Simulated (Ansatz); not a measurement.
**GaP: pressure series**

The reference is GaP in the zinc blende structure (space group F-43m, No. 216; a = 5.5064 Å).

Cell and atoms are relaxed at each pressure.

Calculations: Kohn–Sham DFT with the PBE functional, run in Ansatz (an electronic-structure program) with PAW and 420 eV plane waves, scalar-relativistic without spin-orbit coupling, earlier PAW set.

Base values:

| Quantity | Value |
|---|---|
| Width of the top valence band | 3.27 eV |

Task: The aim is a width of the top valence band between 3.77 eV and 4.22 eV. Which of these changes reaches it?
A) pressure −2 GPa
B) pressure 3 GPa
C) pressure −1 GPa
D) pressure 15 GPa
E) pressure 100 GPa

Result: D, pressure 15 GPa. It gives 4.00 eV; pressure 100 GPa gives 6.29 eV; pressure 3 GPa gives 3.44 eV; pressure −2 GPa gives 3.15 eV; pressure −1 GPa gives 3.21 eV. Changes not listed may reach it too

Load acts through the strain it causes; cell and atoms are relaxed under it. No phonon test of stability was made. Measured, GaP leaves this structure (for a Cmcm phase) near 26 GPa (temperature not stated; as listed in Datta, Sujoy, Jana, Debnarayan, arXiv (2020)).
